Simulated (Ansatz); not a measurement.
PBE against PBEsol: Pt, pressure 50 GPa

Start from Pt in the fcc (Cu type) structure (space group Fm-3m, No. 225; a = 3.970 Å).

(Cell as relaxed with PBE.)

Levels (all Ansatz, a program for electronic structure, PAW, earlier PAW set): PBE (420 eV, no spin-orbit coupling); PBEsol (420 eV, no SOC).

Each level relaxes its own structure.

```csv
base,PBE,PBEsol
volume per atom,15.64 Å³,15.04 Å³
lattice parameter a,3.970 Å,3.918 Å
band gap,zero,zero
```

The change: a hydrostatic pressure of 50 GPa.

```tsv
quantity	PBE	PBEsol
lattice parameter a	3.791 Å	3.758 Å
band gap	zero	zero
```

PBE's lattice parameter a lies 0.0324 Å above PBEsol's (0.9 %); the two agree on the band gap. Neither level is exact; PBEsol is the comparison here, not a measurement.

Load acts through the strain it causes; cell and atoms are relaxed under it. Whether these cells are dynamically stable was not tested. No other phases were tried under pressure. The final runs are not spin-polarised.
